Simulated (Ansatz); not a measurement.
## Si vacancy (alpha quartz host)

The numbers are results of PBE, PAW (plane waves to 420 eV; Ansatz, a program for electronic structure), not measurements. A 2×2×2 supercell of 72 sites was used; the energies come from a 2×2×2 Γ-centred sampling of its zone. Site at the start: the Si site. Energies of charged states are corrected for periodic images (point charge plus alignment at distant sites). Dielectric constants: PBE linear response of the host. Host gap at this level: 5.68 eV. These values are not converged in cell size to better than tenths of an eV. Levels are measured in PBE's own, too narrow, gap. Spin–orbit coupling is left out. Each state is the lowest found from its start.

Formation energies E_f are given with the Fermi level at the valence-band maximum. Chemical conditions: O-rich (Δμ(Si) = -8.33 eV; only phases computed here count, gases as isolated molecules at 0 K); Si-rich (Δμ(Si) = 0.00 eV; only phases computed here count, gases as isolated molecules at 0 K). Reference phases: Si: silicon.

```tsv
charge	moment (μB)	point group	largest move off a lattice site (Å)	image correction with alignment (eV)	E_f, O-rich (eV)	E_f, Si-rich (eV)	above the lowest spin state (eV)
0	not spin-polarised	C2	1.08	0.00	5.77	14.10	0.00
0	4.0	C1	0.53	0.00	7.57	15.90	1.80
−1	3.0	C2	0.48	0.66	9.07	17.40	0.00
−1	3.0	C2	0.48	0.66	9.08	17.40	0.00
−2	2.0	C2	0.54	2.07	11.88	20.21	0.00
−2†	not spin-polarised	–	0.52	2.08	–	–	0.48
−3	1.0	C2	0.75	4.19	15.80	24.13	0.00
−3	1.0	C2	0.75	4.19	15.80	24.13	0.00
−4	not spin-polarised	C2	0.92	7.01	20.70	29.03	0.00
```

† A higher spin state that isn't settled.

Point groups are those of the whole cell at tolerances of 0.03 and 0.1 Å ("near" where only the looser one holds); none is given for unsettled states.

Starting moments that weren't kept: charge 0 began with 2 μB and ended with 4.0; charge −1 began with 1 μB and ended with 3.0; charge −3 began with 3 μB and ended with 1.0.

Transition levels above the valence-band maximum: ε(0/−1) = 3.31 eV; ε(−1/−2) = 2.81 eV; ε(−2/−3) = 3.92 eV; ε(−3/−4) = 4.90 eV. On the lower envelope of the bound states, inside the gap: (0/−2) at 3.06 eV; (−2/−3) at 3.92 eV; (−3/−4) at 4.90 eV; the others aren't thermodynamic.

Flagged in the runs: a doubtful potential alignment, a host whose relaxation on this sampling wasn't shown to rest, a strain field that reaches the edge of the cell.

All states together cost roughly 9 core-hours.
